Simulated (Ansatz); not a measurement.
Start from BN in the wurtzite structure (space group P6_3mc, No. 186; a = 2.5545 Å, c = 4.2246 Å). Axes: x lies along a and z along c of the hexagonal cell.

Level of theory: PBE (Ansatz, a program for electronic structure, PAW, scalar-relativistic without spin-orbit coupling).

Base values:

| Item | Result |
|---|---|
| Electron mass | 0.31 mₑ along c, 0.51 mₑ across (at K) |
| Shortest interatomic distance | 1.567 Å |
| Pressure | 0.00 GPa |
| Band gap | 5.23 eV |

One thing is altered: compressive biaxial strain of 1.80 % in the plane normal to [001], as in epitaxy on a mismatched substrate; the out-of-plane cell vector and the atoms relax.

### Question
How does this affect the electron mass?

### Answer
The electron mass changes from 0.31 mₑ along c, 0.51 mₑ across (at K) to 0.31 mₑ out of plane, 0.50 mₑ in plane (at K).

### Question
How does this affect the shortest interatomic distance?

### Answer
The shortest interatomic distance falls by 0.024 Å, from 1.567 Å to 1.543 Å.

### Question
What does the calculation give for the pressure after the change?

### Answer
The pressure (mean of the normal stresses, compression positive) goes from zero to 13.64 GPa.

### Question
Estimate the effect on the band gap.

### Answer
The band gap drops by 0.17 eV, from 5.23 eV to 5.06 eV.

Masses are band curvatures over ±0.01 Å⁻¹ around the edge. No phonon test of stability was made.
